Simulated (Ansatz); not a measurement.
Input and output of a self-consistent single point for a (111) slab of CaMgNi4 (cut from a parent of space group no. 216; 12 atoms in the cell) (Ansatz, a first-principles code).

Level of theory: LDA (PW92), default PAW files made with PBE (plane waves; Ansatz).

The change in words: vacuum of 30 angstrom (first run: 14 Å). Reference geometry:
```yaml
crystal:
  lattice:
    - [4.92497, 0.00000, 0.00000]
    - [2.46249, 4.26515, 0.00000]
    - [0.00000, 0.00000, 20.53068]
  atoms:
    - { symbol: Ca, position: [0.60847, 0.60847, 0.34095] }
    - { symbol: Ca, position: [0.94180, 0.94180, 0.53682] }
    - { symbol: Mg, position: [0.94180, 0.94180, 0.38992] }
    - { symbol: Mg, position: [0.27514, 0.27514, 0.58578] }
    - { symbol: Ni, position: [0.94431, 0.44055, 0.46318], spin: 2.0 }
    - { symbol: Ni, position: [0.44055, 0.94431, 0.46318], spin: 2.0 }
    - { symbol: Ni, position: [0.27514, 0.27514, 0.36599], spin: 2.0 }
    - { symbol: Ni, position: [0.44055, 0.44055, 0.46318], spin: 2.0 }
    - { symbol: Ni, position: [0.27764, 0.77388, 0.65905], spin: 2.0 }
    - { symbol: Ni, position: [0.77388, 0.27764, 0.65905], spin: 2.0 }
    - { symbol: Ni, position: [0.60847, 0.60847, 0.56185], spin: 2.0 }
    - { symbol: Ni, position: [0.77388, 0.77388, 0.65905], spin: 2.0 }
```
(The spins are starting values, not results.)

Reference input (self-consistent single point, DFT, LDA (PW92), plane waves, default PAW files made with PBE): basis.ecutwfc = 30.9 Ry; kpoints.mp_grid.grid = 4 4 1; hamiltonian.xc = lda; hamiltonian.pseudopotentials = {kind: paw} (the program's default PAW files); magnetization.spin_polarized = true; scf.occupations.method = fermi_dirac; scf.occupations.width = 0.0073 Ry. This run's input differs from it in these lines:

Ansatz 0.2 input:
```diff
@@ -4,16 +4,16 @@
     - [2.462486, 4.265151, 0.000000]
-    - [0.000000, 0.000000, 20.530684]
+    - [0.000000, 0.000000, 36.530687]
   atoms:
-    - { symbol: Ca, position: [0.608469, 0.608469, 0.340953] }
-    - { symbol: Ca, position: [0.941802, 0.941802, 0.536816] }
-    - { symbol: Mg, position: [0.941802, 0.941802, 0.389919] }
-    - { symbol: Mg, position: [0.275136, 0.275136, 0.585781] }
-    - { symbol: Ni, position: [0.944309, 0.440549, 0.463184], spin: 2.0 }
-    - { symbol: Ni, position: [0.440549, 0.944309, 0.463184], spin: 2.0 }
-    - { symbol: Ni, position: [0.275136, 0.275136, 0.365988], spin: 2.0 }
-    - { symbol: Ni, position: [0.440549, 0.440549, 0.463184], spin: 2.0 }
-    - { symbol: Ni, position: [0.277642, 0.773882, 0.659047], spin: 2.0 }
-    - { symbol: Ni, position: [0.773882, 0.277642, 0.659047], spin: 2.0 }
-    - { symbol: Ni, position: [0.608469, 0.608469, 0.561852], spin: 2.0 }
-    - { symbol: Ni, position: [0.773882, 0.773882, 0.659047], spin: 2.0 }
+    - { symbol: Ca, position: [0.608469, 0.608469, 0.410614] }
+    - { symbol: Ca, position: [0.941802, 0.941802, 0.520691] }
+    - { symbol: Mg, position: [0.941802, 0.941802, 0.438133] }
+    - { symbol: Mg, position: [0.275136, 0.275136, 0.548210] }
+    - { symbol: Ni, position: [0.944309, 0.440549, 0.479309], spin: 2.0 }
+    - { symbol: Ni, position: [0.440549, 0.944309, 0.479309], spin: 2.0 }
+    - { symbol: Ni, position: [0.275136, 0.275136, 0.424684], spin: 2.0 }
+    - { symbol: Ni, position: [0.440549, 0.440549, 0.479309], spin: 2.0 }
+    - { symbol: Ni, position: [0.277642, 0.773882, 0.589386], spin: 2.0 }
+    - { symbol: Ni, position: [0.773882, 0.277642, 0.589386], spin: 2.0 }
+    - { symbol: Ni, position: [0.608469, 0.608469, 0.534762], spin: 2.0 }
+    - { symbol: Ni, position: [0.773882, 0.773882, 0.589386], spin: 2.0 }
 basis:
```

Log, with long lists cut:

```
SCF iter   1: F=—  HF=-53528.815373 eV  |F-HF|=—  |Δ(HF+E_count)|=         —  Δρ=6.75e-2 (↑6.75e-2 ↓6.40e-2)  dr2=2.96e1  dr2_m=2.95e1  M=4.446 μB ∫|m|=5.239 μB  β_m=0.30  ethr=3.10e-3  ⟨swp⟩=15.2  Hψ=6583  notcnv=0  defer=31
Mixer restart at iter 1: flushing history
all-band conjugate gradients solve this SCF's bands
preconditioner: auto → LDOS
spin=Collinear: LDOS preconditioning applied to the charge; magnetization (m = ρ↑ − ρ↓) channel mixes plain (no charge-response kernel on spin).
   [... lines left out ...]
Mixer restart at iter 44: flushing history
SCF iter  45: F=-53532.806891 eV  HF=-53532.806891 eV  |F-HF|=8.66e-10  |Δ(HF+E_count)|=  4.66e-10  Δρ=7.34e-8 (↑6.22e-8 ↓7.34e-8)  dr2=1.22e-10  dr2_m=3.45e-13  M=1.772 μB ∫|m|=2.050 μB  ethr=1.00e-12  ⟨swp⟩=1.0  Hψ=3320  notcnv=0
SCF iter  46: F=-53532.806891 eV  HF=-53532.806891 eV  |F-HF|=5.24e-10  |Δ(HF+E_count)|=  4.07e-10  Δρ=4.98e-8 (↑4.98e-8 ↓4.91e-8)  dr2=1.12e-10  dr2_m=8.36e-13  M=1.772 μB ∫|m|=2.050 μB  ethr=1.00e-12  ⟨swp⟩=1.0  Hψ=1961  notcnv=0
SCF 1 converged in 46 iterations: F = -53532.806891 eV  dr2 = 1.12e-10
no probe read this state for a lower one beside it …
an eigenvalue changed by more than its tolerance at an iteration that met the thresholds in force, so the SCF went on 26 times, its first undamped step at …
Magnetization: 1.7720 μB (92.8860 up, 91.1140 down)
Absolute magnetization: 2.0504 μB (∫|ρ↑−ρ↓|, with the PAW one-centre terms)
Spin contamination: 0.1012 ħ² per cell (⟨S²⟩ above its minimum at these occupations)
   [... lines left out ...]
Free energy (F): -53532.806891 eV
Fermi energy:    -0.445790 eV
   [... lines left out ...]
  atom  12  Ni     0.00255299     0.00147397    -0.76714048
--- Stress (GPa, compression-positive) ---
       -2.425411      -0.000000      -0.000000
        0.000000      -2.425411       0.000000
       -0.000000       0.000000      -1.899220
  P = ⅓ Tr σ = -2.2500 GPa (-22.500 kbar)
  The stress holds the Pulay correction. Without it, at fixed plane waves, as pw.x and ABINIT print it: P = -2.2613 GPa
```

The run converged in 46 iterations. 

The starting cell comes from a database of computed structures (which also holds hypothetical and non-ambient phases and stackings), without a prior relaxation at this level. The slab is cut from that crystal, and its faces are unrelaxed. Its lattice was rescaled by up to half a per cent. The moments shrank to a small part of their start, a low-spin state that need not be the lowest. The two faces of this cut differ, and no dipole correction was used. Forces in this geometry exceed 1 eV/Å.

These are the values that this program gave, and no reference: magnetic slabs can end in a higher state.

Cost on one core of a shared machine: roughly 6 min.
